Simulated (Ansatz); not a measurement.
O vacancy (broken-bond start) (metastable polar orthorhombic HfO2 host)

Level of theory: PBE, PAW (plane waves to 420 eV; Ansatz, an electronic-structure program). The supercell holds 96 host sites (2×2×2 repeats of a cell of 12 atoms), with a 2×2×2 shifted k-point sampling for the final energies. Sites at the start: the O(1) site; a neighbour pushed 0.95 Å away from the vacancy. Finite-size correction: monopole term and site-potential alignment. Dielectric constants: PBE linear response of the host. Host gap at this level: 4.36 eV. Finite-size and sampling errors can reach tenths of an eV here. PBE underestimates the host's gap, which shifts levels and can delocalise carriers. Spin–orbit coupling is left out, which matters for these heavy elements. Each state is the lowest found from its start.

Formation energies E_f are given with the Fermi level at the valence-band maximum. Chemical conditions: Hf-rich (Δμ(O) = -5.15 eV; only phases computed here count, gases as isolated molecules at 0 K); O-rich (Δμ(O) = 0.00 eV; only phases computed here count, gases as isolated molecules at 0 K). Reference phases: O: O2 molecule in a box.

Charges with a result: +2, +1, 0. Others weren't obtained, and one of them could lie lower, also by skipping a charge.

```tsv
charge	moment (μB)	point group	largest move off a lattice site (Å)	image correction with alignment (eV)	E_f, Hf-rich (eV)	E_f, O-rich (eV)
+2	not spin-polarised	C1	0.34	0.16	-4.47	0.68
+1	1.0	C1	0.17	0.00	-1.84	3.31
0	not spin-polarised	C1	0.08	0.00	1.14	6.29
```

Point groups are those of the whole cell at tolerances of 0.03 and 0.1 Å ("near" where only the looser one holds); none is given for unsettled states.

Not the lowest form: the same atoms on another site or from another start ended lower, by 0.28 eV at charge 0. The levels below are those of this configuration alone.

Transition levels above the valence-band maximum: ε(+2/+1) = 2.63 eV; ε(+1/0) = 2.98 eV.

Flagged in the runs: a host whose relaxation on this sampling wasn't shown to rest.
